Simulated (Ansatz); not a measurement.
Input and output of a relaxation of cell and atoms for YBeCu4 (P-6m2, 6 atoms in the cell) (Ansatz, a quantum-chemistry and plane-wave program).

Computed with LDA (PW92), default PAW files made with PBE (plane waves; Ansatz).

```
CELL_PARAMETERS angstrom
      5.06548     0.00000     0.00000
     -2.53274     4.38684     0.00000
      0.00000     0.00000     3.87441
ATOMIC_POSITIONS crystal
  Y  0.00000 0.00000 0.00000
  Be 0.33333 0.66667 0.00000
  Cu 0.66667 0.33333 0.00000
  Cu 0.00925 0.50462 0.50000
  Cu 0.49538 0.99075 0.50000
  Cu 0.49538 0.50462 0.50000
```

Reference input (self-consistent single point, DFT, LDA (PW92), plane waves, default PAW files made with PBE): basis.ecutwfc = 420 eV; kpoints.mp_grid.grid = 10 10 11; hamiltonian.xc = lda; hamiltonian.pseudopotentials = {kind: paw} (the program's default PAW files); scf.occupations.method = fermi_dirac; scf.occupations.width = 0.1 eV. This run's input differs from it in these lines:

```diff
@@ -26,2 +26,4 @@
     width: 0.1
+relax:
+  cell: {}
 output:
```

Output, abridged:

```
   [... SCF lines of the steps left out ...]
relax step   1: F+E_penalty+E_count = -30057.54995580 eV  Δ(F+E_penalty+E_count) = +0.000e0 eV  max|allowed force component| = 4.736e-2 eV/Å  Δτ_max = 0.0000 Å  P = -9.001 GPa  Ω = 86.095 Å³  (8 SCF iters, dr2 threshold 1.00e-7 eV, accepted)
relax step   2: F+E_penalty+E_count = -30057.73990454 eV  Δ(F+E_penalty+E_count) = -1.899e-1 eV  max|allowed force component| = 4.367e-2 eV/Å  Δτ_max = 0.0029 Å  P = -2.027 GPa  Ω = 80.776 Å³  energy of the carried Pulay correction = +1.838e-3 eV  [...]
   [... lines left out ...]
relax step   5: F+E_penalty+E_count = -30057.75086993 eV  Δ(F+E_penalty+E_count) = -2.835e-4 eV  max|allowed force component| = 5.045e-3 eV/Å  Δτ_max = 0.0010 Å  P = -0.003 GPa  Ω = 79.565 Å³  energy of the carried Pulay correction = +2.274e-3 eV  [...]
relax step   6: F+E_penalty+E_count = -30057.74861183 eV  Δ(F+E_penalty+E_count) = +2.258e-3 eV  max|allowed force component| = 5.057e-3 eV/Å  Δτ_max = 0.0000 Å  P = -0.001 GPa  Ω = 79.565 Å³  stress off target by 4.26e-3 GPa  SCF on the basis [...]
basis re-selected at this cell: Δ(F+E_penalty+E_count) = +2.258e-3 eV, ΔP = +0.002 GPa vs the last step
the relaxation is at rest under the 12 symmetry operations that the run kept from its start: a minimum is not shown …
Free energy (F): -30057.748612 eV
Internal energy: -30057.635907 eV  (E = F + TS)
E sigma→0 (E₀):  -30057.692260 eV
Entropy (-TS):   -0.112705 eV (-18.784 meV/atom)
Fermi energy:    14.608415 eV
--- Forces (eV/Å), atoms counted from 1 ---
  atom   1  Y      0.00000000     0.00000000     0.00000000
   [... lines left out ...]
  cell:  # Å, volume = 79.5646 Å³
   [... lines left out ...]
    - { symbol: Be, position: [0.3333333333333333, 0.6666666666666667, 0.0] }
    - { symbol: Cu, position: [0.6666666666666665, 0.3333333333333333, 0.0] }
    - { symbol: Cu, position: [0.008617178212347643, 0.5043085891061738, 0.5] }
    - { symbol: Cu, position: [0.4956914108938263, 0.9913828217876526, 0.5] }
    - { symbol: Cu, position: [0.4956914108938262, 0.5043085891061738, 0.5] }
```

The run converged.  The full log also holds: “iter 5 did not close the SCF: its close was put off for the readings that it lacked (scf_convergence_deferred on its scf_iter line)”. The full log also holds: “iter 5 did not close the SCF: its close was put off for the readings that it lacked (scf_convergence_deferred on its scf_iter line)”.

Summary of the result:
- Free energy E − TS (on the zero of these files) = -30057.7486 eV
- Fermi level (on the code's own zero) = 14.61 eV
- Pressure = 0.00 GPa
- Largest force (vector length) = 0.005 eV/Å
- Final cell = a = b = 4.944 Å, c = 3.758 Å, α = β = 90.00°, γ = 120.00°
- Final volume per atom = 13.26 Å³
- Relaxation steps = 6

The starting cell comes from a database of computed structures (which also holds hypothetical and non-ambient phases and stackings), without a prior relaxation at this level. Its lattice was rescaled by a random factor within 2.5 % of one. Spin polarisation is off. The relaxation keeps the symmetry of its start, so its end need not be a minimum. Ansatz's pressure includes its estimate of the finite-basis (Pulay) stress.

Cost on one core of a shared machine: roughly 5 min.

Keys are those of Ansatz 0.2.
